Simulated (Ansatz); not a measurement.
Functionals compared on a constructed model of the (100) surface of fcc Cu, a pseudomorphic layer of Ni in the host's stacking (bottom of the slab: a bare face, its two planes held), in Ansatz (plane waves, PAW). The structure was relaxed with PBE; the other rows are single points on it. Cutoff 420 eV.

Set-up: 7 atoms, 11.0 Å thick at the start; mesh 15x15x1; 0.1 eV smearing; dipole correction on; 2 atoms held, the rest relaxed; start symmetry kept, larger cells not searched; spin-polarised, ending with about 0.5 μB a cell; orders that need a larger cell were not tried, no spin-orbit, no U. It is one candidate, not shown to be the stable structure of the face. These notes are the PBE run's.

| functional | work function of the top face (eV) | magnetic moment of the cell (μB) | rough cost of the single point |
|---|---|---|---|
| PBE | 4.90 | 0.50 | – |
| RPBE | … | 0.51 | very roughly 4 core-minutes |

Question: What belongs in the gaps?

Answer: 
- RPBE, work function of the top face (eV): 4.72

Ansatz is an electronic-structure program.
